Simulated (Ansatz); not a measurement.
For AlB2-type ZrB2, rVV10 in Ansatz (plane waves, PAW) gives:

| Quantity | Result |
|---|---|
| lattice constant a | 3.173 Å |
| c axis length | 3.568 Å |

### Question
What does r²SCAN0 (Ansatz, a program for electronic structure, PAW) give for the same quantities?

### Answer

- lattice constant a: 3.158 Å (falls by 0.5 %)
- lattice parameter c: 3.532 Å (shrinks by 1.0 %)

For comparison: lattice constant a 3.17 Å (measured, room temperature, no zero-point or thermal correction; as tabulated in Zhang et al. (2020), arXiv:1911.03307); lattice parameter c 3.532 Å (measured, room temperature, not corrected to a static lattice; as tabulated in Zhang et al. (2020), arXiv:1911.03307).

Changes are worked out from the printed values.

Unless a cell is named, each level is at its own relaxed cell (rVV10 10.37, r²SCAN0 10.17 Å³/atom).

Ansatz's density-functional and Hartree–Fock values are scalar-relativistic unless marked +SOC, with PAW data made under PBE.
